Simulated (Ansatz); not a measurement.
Worked example: self-consistent single point of KReO₄ (I4_1/a, 12 atoms in the cell) in Ansatz (a program for electronic structure).

Computed with LDA (PW92), default PAW files made with PBE (plane waves; Ansatz).

```yaml
crystal:
  lattice:
    - [-2.90479, 2.90479, 6.49891]
    - [2.90479, -2.90479, 6.49891]
    - [2.90479, 2.90479, -6.49891]
  atoms:
    - { symbol: K, position: [0.00000, 0.00000, 0.00000] }
    - { symbol: K, position: [0.75000, 0.25000, 0.50000] }
    - { symbol: Re, position: [0.25000, 0.75000, 0.50000] }
    - { symbol: Re, position: [0.50000, 0.50000, 0.00000] }
    - { symbol: O, position: [0.28930, 0.89390, 0.83840] }
    - { symbol: O, position: [0.64390, 0.30550, 0.10460] }
    - { symbol: O, position: [0.05550, 0.45090, 0.16160] }
    - { symbol: O, position: [0.20090, 0.53930, 0.89540] }
    - { symbol: O, position: [0.46070, 0.35610, 0.66160] }
    - { symbol: O, position: [0.10610, 0.94450, 0.39540] }
    - { symbol: O, position: [0.69450, 0.79910, 0.33840] }
    - { symbol: O, position: [0.54910, 0.71070, 0.60460] }
```

Reference input (self-consistent single point, DFT, PBEsol, plane waves, default PAW files made with PBE): kpoints.mp_grid.grid = 5 5 5; hamiltonian.xc = pbesol; hamiltonian.pseudopotentials = {kind: paw} (the program's default PAW files); scf.occupations.method = cold; scf.occupations.width = 0.0073 Ry. This run's input differs from it in these lines:

Ansatz 0.2 input:
```diff
@@ -21,3 +21,3 @@
 hamiltonian:
-  xc: pbesol
+  xc: lda
   pseudopotentials: { kind: paw }
```

The program printed (abridged):

```
SCF iter   1: F=—  HF=-28651.310150 eV  |F-HF|=—  |Δ(HF+E_count)|=         —  Δρ=1.48e-2  dr2=4.84e-1  ethr=1.77e-3  ⟨swp⟩=7.0  Hψ=5065  notcnv=0
all-band conjugate gradients solve this SCF's bands
preconditioner: auto → Resta (q_TF=auto, 2.377 Å⁻¹)
SCF iter   2: F=—  HF=-28651.238029 eV  |F-HF|=—  |Δ(HF+E_count)|=   7.21e-2  S|Δr|=    0.00e0  Δρ=8.08e-3  dr2=1.70e-1  ethr=5.04e-4  ⟨swp⟩=2.0  Hψ=2218  notcnv=0  defer=167
   [... lines left out ...]
SCF iter   5: F=—  HF=-28651.206255 eV  |F-HF|=—  |Δ(HF+E_count)|=   2.13e-5  S|Δr|=    0.00e0  Δρ=1.22e-4  dr2=2.47e-5  ethr=5.81e-7  ⟨swp⟩=2.9  Hψ=1922  notcnv=0  defer=167
SCF iter   6: F=—  HF=-28651.206118 eV  |F-HF|=—  |Δ(HF+E_count)|=   1.37e-4  S|Δr|=    0.00e0  Δρ=2.04e-5  dr2=1.36e-6  ethr=2.58e-8  ⟨swp⟩=2.0  Hψ=1474  notcnv=0  defer=167
SCF iter   7: F=-28651.206119 eV  HF=-28651.206119 eV  |F-HF|=6.43e-8  |Δ(HF+E_count)|=   8.69e-7  S|Δr|=    0.00e0  Δρ=6.34e-6  dr2=8.69e-8  ethr=1.04e-10  ⟨swp⟩=8.4  Hψ=5555  notcnv=0
SCF 1 converged in 7 iterations: F = -28651.206119 eV  dr2 = 8.69e-8
Stability not checked (fill_not_monotonic)
Free energy (F): -28651.206119 eV
Internal energy: -28651.206119 eV  (E = F + TS)
E sigma→0 (E₀):  -28651.206119 eV
Fermi energy:    4.026349 eV
--- Forces (eV/Å), atoms counted from 1 ---
  atom   1  K     -0.00000000     0.00000000    -0.00000000
  atom   2  K      0.00000000     0.00000000     0.00000000
  atom   3  Re     0.00000000     0.00000000     0.00000000
  atom   4  Re    -0.00000000     0.00000000    -0.00000000
  atom   5  O     -1.47816065    -0.74133232     1.12115214
   [... lines left out ...]
  atom  12  O      0.74133232    -1.47816065    -1.12115214
--- Stress (GPa, compression-positive) ---
      -10.000041      -0.000000       0.000000
        0.000000     -10.000041       0.000000
        0.000000      -0.000000     -10.136061
  P = ⅓ Tr σ = -10.0454 GPa (-100.454 kbar)
  The stress holds the Pulay correction. Without it, at fixed plane waves, as pw.x and ABINIT print it: P = -10.6645 GPa
```

The run converged in 7 iterations. Against the reference run the pressure goes from -7.01 to -10.05 GPa, the largest force goes from 1.726 to 1.998 eV/Å and the gap on the mesh goes from 3.902 to 3.842 eV.

The starting cell comes from a database of published, mostly measured structures (it also holds non-ambient and calculated ones), without a prior relaxation at this level. Its lattice was rescaled by a random factor within 2.5 % of one. Spin-orbit coupling is off. With a pressure of about -10 GPa the cell is away from its equilibrium volume at this level. Forces in this geometry exceed 1 eV/Å. Ansatz's pressure includes its estimate of the finite-basis (Pulay) stress. Without the estimate this run gives -10.66 GPa.
